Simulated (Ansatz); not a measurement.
Here is the system:

```yaml
crystal:
  lattice:
    - [3.07123, 0.00000, 0.00000]
    - [0.00000, 3.07123, 0.00000]
    - [1.53562, -1.53562, 1.62539]
  atoms:
    - { symbol: W, position: [0.00000, 0.00000, 0.00000] }
```

No spin polarisation.

Computed with r2SCAN in Ansatz (plane waves to 500 eV, PAW, scalar-relativistic without spin-orbit coupling). Γ-centred 29×29×29 mesh, Fermi–Dirac width 0.1 eV.

Predict the band gap and pressure.

The band gap comes out as zero. The pressure (mean of the normal stresses, compression positive) comes out as 13.3 GPa.

The cells carry an imposed strain or load. Whether these cells are dynamically stable was not tested. The final runs are not spin-polarised. The cell was made from W in the bcc (W type) structure (space group Im-3m, No. 229) by this change: biaxial strain −3.08 %, plane normal [001], relaxed out of plane.

Ansatz is an electronic-structure program.
